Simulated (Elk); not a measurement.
Worked example: self-consistent single point of Cr₂TeSe (P-6m2, 4 atoms in the cell) in Elk

Method of the run: PBEsol, all-electron FP-LAPW, Elk's shipped species files, APW+lo basis with extra local orbitals in Elk 10.2.4.

This input was run:

```
tasks
  0

xctype
  22

spinpol
  .true.

reducebf
  0.8

tforce
  .true.

rgkmax
  7.5

gmaxvr
  18.0

lmaxapw
  10

lmaxo
  8

nxlo
  2

lorbcnd
  .true.

lradstp
  2

nrmtscf
  2.0

lmaxi
  4

nempty
  12

swidth
  0.00367493

maxscl
  100

scale
  7.485941764

avec
    1.0000000000    0.0000000127    0.0000000000
   -0.5000000110    0.8660253975    0.0000000000
    0.0000000000    0.0000000000    1.5998854810

atoms
  3
  'Cr.in'
  2
  0.6666666667  0.3333333333  0.2377500000    0.0 0.0 -0.75
  0.6666666667  0.3333333333  0.7622500000    0.0 0.0 -0.75
  'Te.in'
  1
  0.0000000000  0.0000000000  0.5000000000    0.0 0.0 0.0
  'Se.in'
  1
  0.3333333333  0.6666666667  0.0000000000    0.0 0.0 0.0

ngridk
  6 6 3
```

Output (repeated stretches shortened):

```
│ Elk code version 10.2.4 │

All units are atomic (Hartree, Bohr, etc.)

│ Ground-state run starting from atomic densities │

Lattice vectors :
   7.485941764      0.9507146040E-07   0.000000000
  -3.742970964       6.483015692       0.000000000
   0.000000000       0.000000000       11.97664954

Unit cell volume      :    581.2445070
Brillouin zone volume :   0.4267570884

Muffin-tin inner radius fraction :   0.1000000000E-01

Nuclei treated as point charges

Species :    1 (Cr)
 parameters loaded from : Cr.in
 name : chromium
 nuclear charge    :   -24.00000000
 electronic charge :    24.00000000
 atomic mass :    94783.09194
 muffin-tin radius :    2.400000000
 number of radial points in muffin-tin :    999
 atomic positions (lattice), magnetic fields (Cartesian) :
   1 :   0.66666667  0.33333333  0.73775000    0.00000000  0.00000000 -0.75000000
   2 :   0.66666667  0.33333333  0.26225000    0.00000000  0.00000000 -0.75000000

Species :    2 (Te)
 parameters loaded from : Te.in
 name : tellurium
 nuclear charge    :   -52.00000000
 electronic charge :    52.00000000
 atomic mass :    232600.5707
 muffin-tin radius :    2.600000000
 number of radial points in muffin-tin :   1199
 atomic positions (lattice), magnetic fields (Cartesian) :
   1 :   0.00000000  0.00000000  0.00000000    0.00000000  0.00000000  0.00000000

Species :    3 (Se)
 parameters loaded from : Se.in
 name : selenium
 nuclear charge    :   -34.00000000
 electronic charge :    34.00000000
 atomic mass :    143935.2748
 muffin-tin radius :    2.400000000
 number of radial points in muffin-tin :    999
 atomic positions (lattice), magnetic fields (Cartesian) :
   1 :   0.33333333  0.66666667  0.50000000    0.00000000  0.00000000  0.00000000

Total number of atoms per unit cell :    4

Spin treatment :
 spin-polarised
 global magnetic field (Cartesian) :    0.000000000       0.000000000       0.000000000
 collinear magnetisation in z-direction
   [... lines left out ...]
Maximum |G| for potential and density :    18.00000000
 potential will be trimmed for |G| > 2 gkmax
Constant for pseudocharge density :   12
Radial integration step length :    2

G-vector grid sizes :     45    45    70
Number of G-vectors :    57297

Maximum angular momentum used for
 APW functions                      :   10
 outer part of muffin-tin           :    8
 inner part of muffin-tin           :    4

Total nuclear charge    :   -134.0000000
Total core charge       :    74.00000000
Total valence charge    :    60.00000000
Total excess charge     :    0.000000000
Total electronic charge :    134.0000000

Effective Wigner radius, rₛ :    1.011707924

Number of empty states         :   48
Total number of valence states :  156
Total number of core states    :   74

Conduction state local-orbitals added automatically
Total number of local-orbitals :  454

Exchange-correlation functional :     22     0     0
 PBEsol, Phys. Rev. Lett. 100, 136406 (2008)
 gradient requirement :    1
 generalised gradient approximation (GGA)

Smearing type :    3
 Fermi-Dirac
Smearing width :   0.3674930000E-02
Effective electronic temperature (K) :    1160.451112

Mixing type :    3
 Broyden mixing, J. Phys. A: Math. Gen. 17, L317 (1984)

Kohn-Sham potential initialised from atomic data
│ Self-consistent loop started │
│ Loop number : 1 │
 total energy                :     -11322.6043436
 total moment                :    5.938164217
│ Loop number : 2 │
 total energy                :     -11323.0998940
 total moment                :    5.991612715
RMS change in Kohn-Sham potential (target) :    3.805350963     (  0.1000000000E-05)
Absolute change in total energy (target)   :   0.4955504028     (  0.1000000000E-03)
│ Loop number : 3 │
 total energy                :     -11309.3848149
 total moment                :    4.746409407
RMS change in Kohn-Sham potential (target) :    3.024209528     (  0.1000000000E-05)
Absolute change in total energy (target)   :    13.59119149     (  0.1000000000E-03)
│ Loop number : 4 │
 total energy                :     -11325.5149343
 total moment                :    6.571912599
RMS change in Kohn-Sham potential (target) :    1.113452499     (  0.1000000000E-05)
Absolute change in total energy (target)   :    12.73232146     (  0.1000000000E-03)
│ Loop number : 5 │
 total energy                :     -11322.9173741
   [... lines left out ...]
 total moment                :    7.777951141
RMS change in Kohn-Sham potential (target) :   0.1671963352E-05 (  0.1000000000E-05)
Absolute change in total energy (target)   :   0.8204022197E-04 (  0.1000000000E-03)
│ Loop number : 20 │
 total energy                :     -11322.3382640
 total moment                :    7.777739244
RMS change in Kohn-Sham potential (target) :   0.1380171865E-05 (  0.1000000000E-05)
Absolute change in total energy (target)   :   0.1073014610E-03 (  0.1000000000E-03)
│ Loop number : 21 │
 total energy                :     -11322.3382290
 total moment                :    7.777572346
RMS change in Kohn-Sham potential (target) :   0.1613366813E-05 (  0.1000000000E-05)
Absolute change in total energy (target)   :   0.6187840700E-04 (  0.1000000000E-03)
│ Loop number : 22 │
 total energy                :     -11322.3381941
 total moment                :    7.777349130
RMS change in Kohn-Sham potential (target) :   0.9677304991E-06 (  0.1000000000E-05)
Absolute change in total energy (target)   :   0.5031864021E-04 (  0.1000000000E-03)
Convergence targets achieved

│ Loop number : 23 │

Energies :
 Fermi                       :     0.263592511679
 sum of eigenvalues          :     -6752.85846881
 electron kinetic            :      11793.7433154
 core electron kinetic       :      11217.0057458
 Coulomb                     :     -22760.7975515
 Coulomb potential           :     -18080.2786427
 nuclear-nuclear             :     -1074.80182237
 electron-nuclear            :     -25291.7128156
 Hartree                     :      3605.71708644
 Madelung                    :     -13720.6582302
 xc potential                :     -465.839949322
 xc effective B-field        :    -0.483076544469
 external B-field            :      0.00000000000
 exchange                    :     -347.784974858
 correlation                 :     -7.49661324950
 electron entropic           :    -0.233125440842E-02
 total energy                :     -11322.3381554
 (external B-field energy excluded from total)

Density of states at Fermi energy :    49.70740043
 (states/Hartree/unit cell)

Estimated indirect band gap :   0.2687994907E-03
 from k-point      1 to k-point     11
Estimated direct band gap   :   0.7472571382E-02
 at k-point     10

Charges :
 core                        :    74.00000000
 valence                     :    60.00000000
 interstitial                :    6.367609880
 muffin-tins (core leakage)
  species :    1 (Cr)
   atom    1                 :    22.53369449     (  0.9473311025E-11)
   atom    2                 :    22.53369449     (  0.9473311025E-11)
  species :    2 (Te)
   atom    1                 :    50.06988174     (  0.4076640791E-03)
  species :    3 (Se)
   atom    1                 :    32.49511939     (  0.5896815936E-04)
 total in muffin-tins        :    127.6323901
 total calculated charge     :    133.9993382
 total charge                :    134.0000000
 error                       :   0.6617570017E-03

Moments :
 interstitial                :   0.7736823828
 muffin-tins
  species :    1 (Cr)
   atom    1                 :    3.600782886
   atom    2                 :    3.600782886
  species :    2 (Te)
   atom    1                 :  -0.1186859819
  species :    3 (Se)
   atom    1                 :  -0.7940466789E-01
 total in muffin-tins        :    7.003475123
 total moment                :    7.777157506

│ Self-consistent loop stopped │

Forces :
 species :    1 (Cr)
  atom :    1
   Hellmann-Feynman          :    -0.00000000   -0.00000000   -0.04608974
   IBS                       :     0.00000000    0.00000000    0.04503128
   total force               :     0.00000000    0.00000000   -0.00105847
   total magnitude           :     0.00105847
  atom :    2
   Hellmann-Feynman          :    -0.00000000   -0.00000000    0.04608974
   IBS                       :     0.00000000    0.00000000   -0.04503128
   total force               :     0.00000000    0.00000000    0.00105847
   total magnitude           :     0.00105847
 species :    2 (Te)
  atom :    1
   Hellmann-Feynman          :    -0.00000000   -0.00000000    0.00000000
   IBS                       :     0.00000000    0.00000000    0.00000000
   total force               :     0.00000000   -0.00000000    0.00000000
   total magnitude           :     0.00000000
 species :    3 (Se)
  atom :    1
   Hellmann-Feynman          :     0.00000000   -0.00000000    0.00000000
   IBS                       :    -0.00000000    0.00000000    0.00000000
   total force               :    -0.00000000    0.00000000    0.00000000
   total magnitude           :     0.00000000
```

The run converged in 23 iterations. The count includes the last loop, which Elk runs after its targets are met.

The starting cell comes from a database of computed structures (which also holds hypothetical and non-ambient phases and stackings), without a prior relaxation at this level. Spin-orbit coupling is off. The magnetic order is the one reached from the typed start; others were not searched systematically. Values depend on the basis (sphere radii, cutoffs, local orbitals), which need not be converged. The log's line on a gap gives a spacing of levels on this mesh, which the program prints for metals too.

Cost on one core of a shared machine: roughly 10 min.
